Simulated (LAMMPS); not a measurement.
Consider a symmetric tilt boundary about [1-10] in Si (diamond structure), boundary plane (114) of one grain on (-1-14) of the other (0 K).

All values are model results, not measurements: classical force field (static), pair style edip, file Si.edip (LAMMPS).

```json
{
 "boundary energy (lowest found)": "0.916 J/m²",
 "excess_volume": "0.13 Å",
 "Σ": "9",
 "rotation_about_the_axis": "38.94 °",
 "disorientation (full cubic symmetry)": "38.94 °",
 "largest_excess_energy_of_an_atom": "0.42 eV",
 "lattice constant at 0 K": "5.430 Å",
 "cost": "around 50 core-seconds (rough)"
}
```

Potential: file Si.edip of the LAMMPS distribution; its header cites Justo, Bazant, Kaxiras, Bulatov and Yip, Phys Rev B, 58, 2539 (1998).

Caution: the lowest energy was reached by 1 of 152 starts, so a lower structure may have been missed.
